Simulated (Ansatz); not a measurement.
Reference: CuI (F-43m), PBEsol, rigid bands (plane waves, PAW, scalar-relativistic; Ansatz, a first-principles code); axes and stresses refer to this cell.

```
CELL_PARAMETERS angstrom
      0.00000     2.96958     2.96958
      2.96958     0.00000     2.96958
      2.96958     2.96958     0.00000
ATOMIC_POSITIONS crystal
  Cu 0.25000 0.25000 0.25000
  I  0.00000 0.00000 0.00000
```

- Seebeck coefficient, n-type 1e19 cm⁻³: -93 μV/K
- band gap: 1.18 eV
- hole conductivity mass: 0.73 mₑ

Problem. Change: functional PBE, cell relaxed with it. What happens to Seebeck coefficient, n-type 1e19 cm⁻³, band gap, hole conductivity mass?

Solution. Seebeck coefficient, n-type 1e19 cm⁻³ goes up in size to -98 μV/K; band gap shrinks to 1.10 eV; hole conductivity mass rises to 0.86 mₑ.

Masses are for dilute carriers at 300 K, harmonic means over directions unless an axis is named. Seebeck coefficients are for the stated density at 300 K, with one relaxation time for all states and whether or not that doping can be reached. Spin-orbit coupling is left out unless a row names it; without it the gap and masses of crystals with these elements can be far off.
